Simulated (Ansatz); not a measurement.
ZnSe: pressure series

The reference is ZnSe in the zinc blende structure (space group F-43m, No. 216; a = 5.666 Å).

Cell and atoms are relaxed at each pressure.

Computed with Ansatz (an electronic-structure program), r2SCAN, PAW, cutoff 500 eV, no spin-orbit coupling, earlier PAW set.

```csv
P (GPa),V (Å³/atom)
-1.99,23.495
-0.99,23.097
0.30,22.634
0.70,22.500
1.50,22.244
3.00,21.802
5.00,21.277
7.50,20.702
10.00,20.199
```

A third-order Birch–Murnaghan fit to these points gives V₀ = 22.74 Å³/atom, B₀ = 65 GPa and B₀′ = 4.4. At pressure 10 GPa the volume is 88.8 % of V₀.

Measured bulk modulus of ZnSe: 62.4 GPa (temperature not stated; as listed in Cormac Toher et al., Physical Review Materials (2017)); the computed value is for a static lattice, so the two differ by thermal effects too.

Between the base and pressure 7.5 GPa the gap moves from 1.86 eV to 2.28 eV, a mean slope of 55 meV/GPa.

Load acts through the strain it causes; cell and atoms are relaxed under it. Whether these cells are dynamically stable was not tested. Tetrahedral semiconductors of this kind turn to denser phases somewhere between about 1 and 50 GPa; those were not computed, so compressed cells here can lie past the real transition.
